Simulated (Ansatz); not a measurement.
**TiO2 under a change: Ti → Ga**

The reference is TiO2 in the rutile structure (space group P4_2/mnm, No. 136; a = 4.591 Å, c = 2.939 Å).

Perturbation: full substitution Ti → Ga; the structure is relaxed again.

Level of theory: Kohn–Sham DFT with the PBEsol functional, run in Ansatz (a first-principles code) with PAW and 420 eV plane waves, no spin-orbit coupling. Γ-centred 10×10×15 mesh, Fermi–Dirac width 0.05 eV, for the changed cell.

- Density: 5.41 g/cm³ (base 4.28 g/cm³)
- Lattice parameter a: 4.549 Å (base 4.591 Å)
- c/a ratio: 0.663 (base 0.640)
- Space group: P4_2/mnm (No. 136) (base P4_2/mnm (No. 136))
- Shortest interatomic distance: 1.949 Å (base 1.942 Å)
- Band gap: zero (base 1.87 eV)
- Magnetic state: ferromagnetic (base not spin-polarised)
- Largest site moment: 0.45 μB (base 0.00 μB)

Cost of the whole job for the changed cell (relaxation, final SCF and bands): about 6 core-minutes (a rough figure).

Other magnetic orders, which the real material may have, were not ruled out. No phonon test of stability was made. As relaxed here, GaO2 is a hypothetical phase, not in the database extracts checked. Spin-polarised in the final run: GaO2; the other runs are not.
